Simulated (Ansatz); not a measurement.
H on the 1x1 (110) surface of bcc Ta, one in a 3x3 cell, energies for each (70.1 Å²). Energies are against ½ H2(g), without zero-point or thermal terms; each row is named by its start.

Level of theory: PBE (plane waves to 420 eV, PAW; Ansatz, a quantum-chemistry and plane-wave program).

Which site binds most strongly?
A) bridge Ta-Ta (span 3.3 Å)
B) hollow Ta-Ta-Ta
C) top Ta
D) bridge Ta-Ta (span 2.9 Å)

B, hollow Ta-Ta-Ta. Adsorption energies: hollow Ta-Ta-Ta -1.00 eV; bridge Ta-Ta (span 3.3 Å) -0.80 eV; bridge Ta-Ta (span 2.9 Å) -0.77 eV; top Ta 0.22 eV.
